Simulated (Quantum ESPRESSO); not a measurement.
## Habitual settings against a tight run: MoRu3 (P6_3/mmc, 8 atoms in the cell)

Self-consistent single point.

```xyz
8
Lattice="5.5188 0.0000 0.0000 -2.7594 4.7794 0.0000 0.0000 0.0000 4.3849" Properties=species:S:1:pos:R:3 pbc="T T T"
Mo     2.7594     1.5931     1.0962
Mo     0.0000     3.1863     3.2887
Ru     4.1436     0.7940     3.2887
Ru    -1.3842     3.9855     1.0962
Ru     1.3842     3.9855     1.0962
Ru     1.3752     0.7940     3.2887
Ru     2.7594     3.1915     3.2887
Ru     0.0000     1.5879     1.0962
```

Level of theory: PBEsol, GBRV 1.5 ultrasoft (PBESOL) pseudopotentials (plane waves; Quantum ESPRESSO).

Base settings: ecutwfc = 40 Ry; ecutrho = 320 Ry; occupations = smearing; smearing = cold; degauss = 0.0147 Ry; potentials = {Mo: mo_pbesol_v1.uspp.F.UPF, Ru: ru_pbesol_v1.2.uspp.F.UPF}; K_POINTS = automatic 5 5 5 0 0 0; conv_thr = 1e-10 Ry; mixing_beta = 0.3.

Tight run (finer mesh or higher cutoff; not a proven limit): ecutwfc: 40 Ry → 56 Ry; ecutrho: 320 Ry → 448 Ry; conv_thr: 1e-10 Ry → 7.3e-11 Ry; K_POINTS: automatic 5 5 5 0 0 0 → automatic 7 7 7 0 0 0. It gave Fermi level (on the code's own zero) 21.92 eV; pressure -14.66 GPa; largest force (vector length) 0.004 eV/Å.

Quick runs, as changes from the base:
- A: the base itself
- B: ecutwfc: 40 Ry → 20 Ry; ecutrho: 320 Ry → 160 Ry; K_POINTS: automatic 5 5 5 0 0 0 → automatic 4 4 4 1 1 1
- C: ecutwfc: 40 Ry → 24 Ry; ecutrho: 320 Ry → 192 Ry; smearing: cold → mp; degauss: 0.0147 Ry → 0.0099958 Ry; K_POINTS: automatic 5 5 5 0 0 0 → automatic 3 3 3 1 1 1
- D: pseudopotentials: {Mo: mo_pbesol_v1.uspp.F.UPF, Ru: ru_pbesol_v1.2.uspp.F.UPF} → {Mo: mo_lda_v1.uspp.F.UPF, Ru: ru_lda_v1.2.uspp.F.UPF}; K_POINTS: automatic 5 5 5 0 0 0 → automatic 4 4 4 0 0 0 [LDA (PZ)]
- E: ecutwfc: 40 Ry → 28 Ry; ecutrho: 320 Ry → 224 Ry; K_POINTS: automatic 5 5 5 0 0 0 → automatic 4 4 4 1 1 1
- F: ecutwfc: 40 Ry → 24 Ry; ecutrho: 320 Ry → 192 Ry; smearing: cold → mp; degauss: 0.0147 Ry → 0.019992 Ry; conv_thr: 1e-10 Ry → 7.3e-06 Ry; K_POINTS: automatic 5 5 5 0 0 0 → automatic 1 1 1 0 0 0

Energies are extrapolated to zero smearing width, which holds to low order in the width alone (under cold and Methfessel-Paxton smearing the free energy itself is taken).

Dashes: time of B, F, under 30 s; energy of D, another energy zero; pressure of F, not trusted under this conv_thr with d or f elements.

† marks runs with another functional, U, potentials or spin treatment: their distance from the tight run is not a convergence error alone.

The count of work is k-points × plane waves × bands × iterations; it is no time. Core times come from one kind of shared machine and are given to one figure; runs under 30 s give none.

The starting cell comes from a database of computed structures (which also holds hypothetical and non-ambient phases and stackings), without a prior relaxation at this level. Its lattice was rescaled by a random factor within 2.5 % of one. Spin polarisation is off. In the base run, with a pressure of about -15 GPa the cell is away from its equilibrium volume at this level.

```tsv
run	energy less tight (meV/atom)	pressure less tight (GPa)	largest miss in a force vector (eV/Å)	count of work / tight	core time / tight (rough)
A	10.6	0.10	0.152	0.28	0.4
B	5402.8	-279.11	0.032	0.075	–
C	1338.9	-92.27	0.184	0.075	0.1
D†	–	-5.06	0.099	0.21	0.3
E	251.1	-22.61	0.215	0.12	0.2
F	1130.6	–	1.258	0.0052	–
```

Among the runs at the tight run's level, the energy misses run from 10.6 to 5402.8 meV/atom.
